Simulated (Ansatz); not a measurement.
Data:

```xyz
2
Lattice="0.0000 2.3053 2.3053 2.3053 0.0000 2.3053 2.3053 2.3053 0.0000" Properties=species:S:1:pos:R:3 pbc="T T T"
B      0.0000     0.0000     0.0000
P      1.1526     1.1526     1.1526
```

No spin polarisation.

Level of theory: PBEsol (Ansatz, an electronic-structure program; PAW; 420 eV plane waves; no spin-orbit coupling). k-mesh 13×13×13 (Γ-centred); smearing 0.05 eV (Fermi–Dirac).

Task: Predict the smallest direct gap.

Result: 3.30 eV.

Task: Estimate the gap character.

Result: Indirect, Γ → Γ–X (83 % along).

The cells carry an imposed strain or load. Stability against distortions was not tested. The cell was made from BP in the zinc blende structure (space group F-43m, No. 216) by this change: isotropic strain +2.00 %.
